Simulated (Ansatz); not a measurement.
We consider SnBi2Te4 (R-3m, No. 166, 7 atoms in the cell; start mp-38605), described by PBE-D3(BJ) (plane waves, PAW; Ansatz, a first-principles code).

Settings: plane-wave cutoff 520 eV, 10×10×10 k mesh, Fermi–Dirac smearing 0.01 eV, scalar-relativistic PAW data made under PBE.

Cell (relaxed at this level):

```cif
data_Bi2SnTe4
_chemical_formula_sum 'Sn1 Bi2 Te4'
_space_group_name_H-M_alt 'P 1'
_space_group_IT_number 1
_cell_length_a 13.97618
_cell_length_b 13.97618
_cell_length_c 13.97618
_cell_angle_alpha 18.142
_cell_angle_beta 18.142
_cell_angle_gamma 18.142
loop_
_space_group_symop_operation_xyz
  'x, y, z'
loop_
_atom_site_label
_atom_site_type_symbol
_atom_site_fract_x
_atom_site_fract_y
_atom_site_fract_z
_atom_site_occupancy
Sn1 Sn 0.00000 0.00000 0.00000 1
Bi1 Bi 0.57270 0.57270 0.57270 1
Bi2 Bi 0.42730 0.42730 0.42730 1
Te1 Te 0.86442 0.86442 0.86442 1
Te2 Te 0.13558 0.13558 0.13558 1
Te3 Te 0.71131 0.71131 0.71131 1
Te4 Te 0.28869 0.28869 0.28869 1
```

Predict the band gap and direct gap at Γ.


band gap: 0.32 eV
direct gap at Γ: 1.00 eV

Spin–orbit coupling is not included; with these elements it can move the gap by several tenths of an eV or more.

Computed values are for the static lattice.

A start named mp-… is a Materials Project structure, which need not be a measured phase.
